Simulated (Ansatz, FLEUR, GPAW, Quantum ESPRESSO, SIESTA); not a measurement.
Code comparison for OsRu3 (P6_3/mmc, 8 atoms in the cell)

Self-consistent single point.

```xyz
8
Lattice="5.4304 0.0000 0.0000 -2.7152 4.7029 0.0000 0.0000 0.0000 4.2910" Properties=species:S:1:pos:R:3 pbc="T T T"
Ru     4.0665     0.7875     3.2182
Ru    -1.3513     3.9154     1.0727
Ru     1.3513     3.9154     1.0727
Ru     1.3639     0.7875     3.2182
Ru     2.7152     3.1280     3.2182
Ru     0.0000     1.5749     1.0727
Os     2.7152     1.5676     1.0727
Os     0.0000     3.1353     3.2182
```

Shared settings, as Ansatz (a quantum-chemistry and plane-wave program) writes them: kpoints.mp_grid.grid = 4 4 5; scf.occupations.method = fermi_dirac; scf.occupations.width = 0.136 eV. Potentials and cutoffs stand in the table.

```csv
code,model,pressure (GPa),largest force (eV/Å),cutoff
Quantum ESPRESSO,"LDA (PZ), GBRV 1.5 ultrasoft (LDA) pseudopotentials",-12.37,0.049,40 Ry
Ansatz,"LDA (PW92), PAW files made with PBE",-12.48,0.047,default
GPAW,"LDA (Perdew-Wang 92), GPAW PAW datasets LDA (gpaw-data 1.0.1)",-14.27,0.019,600 eV
SIESTA,"LDA PW92, numerical atomic orbitals DZP, PseudoDojo LDA standard norm-conserving potentials (rewritten from UPF to PSML)",-8.24,0.153,grid 400 Ry
FLEUR,"LDA (Perdew-Zunger), all-electron FLAPW (FLEUR), scalar-relativistic valence",–,0.059,Kmax 4.3 1/bohr
```

A dash marks a value that a program does not give, or that is left out as unsure.

On Ansatz's run: spin-orbit coupling is off. Spin polarisation is off.

The spread over the programs that give each value: pressure within 6.03 GPa; largest force within 0.134 eV/Å.

SIESTA uses small atom-centred bases, whose incompleteness enters pressures, forces and empty levels differently from a plane-wave cutoff. FLEUR treats all electrons, but the usual bases taken here (sphere radii, linearisation, local orbitals, empty states) were not tested for convergence, so the values are no reference for the others. Ansatz's pressure is given at a fixed set of plane waves, as the other plane-wave codes print theirs; with its correction for the finite basis it is -12.24 GPa (the shift of 0.24 GPa shows how far the cutoff is from converged). The same LDA comes in different parametrisations, which differ slightly. In the pressure, GPAW (by 1.79) and SIESTA (by 4.24) lie more than 1 GPa from the median of the plane-wave programs. In the force vectors, SIESTA (by 0.106) lies more than 0.08 eV/Å from the median of the plane-wave programs.

The starting cell comes from a database of computed structures (which also holds hypothetical and non-ambient phases and stackings), without a prior relaxation at this level.

Keys are those of Ansatz 0.2.
